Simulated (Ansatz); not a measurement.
What isotropic strain −2.50 % does to Ca

Base system: Ca in the fcc (Cu type) structure (space group Fm-3m, No. 225; a = 5.5265 Å; relaxed with 0.1 eV smearing).

The change: an isotropic linear strain of −2.50 %, atoms relaxed at fixed cell.

Computed with PBE, PAW, 420 eV (Ansatz, a first-principles code; spin-orbit coupling left out). Settings: 21×21×21 k-points, 0.1 eV Fermi–Dirac smearing.

| quantity | base | changed | shift |
|---|---|---|---|
| volume per atom | 42.20 Å³ | 39.11 Å³ | -3.09 Å³ |
| space group | Fm-3m (No. 225) | Fm-3m (No. 225) | – |
| energy relative to the base (free energy F) | 0 meV/atom | +14 meV/atom | +14 meV/atom |
| pressure | 0.0 GPa | 1.5 GPa | +1.5 GPa |
| band gap | zero | zero | – |

No phonon test of stability was made.
